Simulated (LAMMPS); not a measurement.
MD of Ni (fcc) at zero pressure over temperature, 864 atoms; each row names its start.

Method: classical MD, pair style meam, file MoCoNiVFeAlCr_2nn.meam; code LAMMPS.

| T (K), start | state | volume | enthalpy | first peak of g(r) | coordination number | D(Ni) | viscosity |
|---|---|---|---|---|---|---|---|
| 100, crystal | crystal; no diffusion seen in 30 ps | 10.9558 ± 0.0001 Å³/atom | -4.4241 ± 0.0001 eV/atom | 2.50 Å, height 16.2 | 12.0 (counted to 3.02 Å) | - | - |
| 200, crystal | crystal; no diffusion seen in 30 ps | 10.9955 ± 0.0001 Å³/atom | -4.3982 ± 0.0001 eV/atom | 2.50 Å, height 11.8 | 12.0 (counted to 3.02 Å) | - | - |
| 300, crystal | crystal; no diffusion seen in 30 ps | 11.0360 ± 0.0002 Å³/atom | -4.3720 ± 0.0002 eV/atom | 2.50 Å, height 9.8 | 12.0 (counted to 3.02 Å) | - | - |
| 1040, crystal | crystal; no diffusion seen in 30 ps | 11.3584 ± 0.0006 Å³/atom | -4.1721 ± 0.0003 eV/atom | 2.50 Å, height 5.2 | 12.0 (counted to 3.06 Å) | - | - |
| 1300, crystal | crystal; no diffusion seen in 30 ps | 11.487 ± 0.001 Å³/atom | -4.0989 ± 0.0005 eV/atom | 2.50 Å, height 4.5 | 12.0 (counted to 3.10 Å) | - | - |
| 1560, crystal | crystal; no diffusion seen in 30 ps | 11.627 ± 0.001 Å³/atom | -4.0227 ± 0.0005 eV/atom | 2.50 Å, height 4.1 | 12.0 (counted to 3.10 Å) | - | - |
| 1560, melt | liquid | 12.466 ± 0.006 Å³/atom | -3.788 ± 0.001 eV/atom | 2.46 Å, height 3.1 | 12.2 (counted to 3.30 Å) | (1.77 ± 0.02) × 10^-5 cm²/s | 8 ± 1 mPa s |
| 1730, melt | liquid | 12.669 ± 0.005 Å³/atom | -3.724 ± 0.001 eV/atom | 2.44 Å, height 3.0 | 11.8 (counted to 3.26 Å) | (2.68 ± 0.06) × 10^-5 cm²/s | 4.4 ± 0.4 mPa s |
| 1900, melt | liquid | 12.878 ± 0.007 Å³/atom | -3.662 ± 0.001 eV/atom | 2.44 Å, height 2.8 | 11.9 (counted to 3.30 Å) | (3.77 ± 0.10) × 10^-5 cm²/s | - |
| 2160, melt | liquid | 13.222 ± 0.005 Å³/atom | -3.5676 ± 0.0010 eV/atom | 2.45 Å, height 2.7 | 11.8 (counted to 3.34 Å) | (5.6 ± 0.3) × 10^-5 cm²/s | 3.3 ± 0.2 mPa s |
| 2420, melt | liquid | 13.572 ± 0.006 Å³/atom | -3.475 ± 0.001 eV/atom | 2.45 Å, height 2.6 | 11.8 (counted to 3.38 Å) | (7.1 ± 0.1) × 10^-5 cm²/s | - |

Measured linear expansion coefficient: 13.40 1e-6/K at 293 K (Kaye and Laby Online (NPL), 2.3.5 Thermal expansion).

Measured melting point: 1728 K (Wikipedia, Melting points of the elements (data page)).

Caution (rows 1560, melt; 1730, melt; 1900, melt): this liquid lies under the melting point of about 2030 K that MEAM MoCoNiVFeAlCr_2nn.meam gives, so it is undercooled.

From the crystal rows between 100 and 300 K, estimate the mean linear expansion coefficient and the heat capacity. The slope of ln V over three gives 12 × 10^-6 /K, and dH/dT = 3.0 kB/atom. Nuclei are classical here, so the heat capacity stays near 3 kB/atom, where a real crystal's falls off below its Debye temperature.

Fit an Arrhenius law to the diffusion of Ni in the liquid. ln D against 1/T from 1560 to 2420 K gives an activation energy of 0.53 eV and D0 = 0.00096 cm²/s.

States go by the mean squared displacement: a species diffuses where it passes 1.5 Å², still rises and gives D over 1e-6 cm²/s; a crystal has left its structure where atoms lie 0.35 Å off their sites on average or a cubic box changes its shape by 3 %, or the axial ratios of another lie 8 % off the starting cell's, which the potential's own relaxation can also do.

Errors of D are the spread over four groups of atoms in one short run; a floor of about 5 %, a picked value, is safer.

Uncertainties are statistical and leave out the potential's own error.
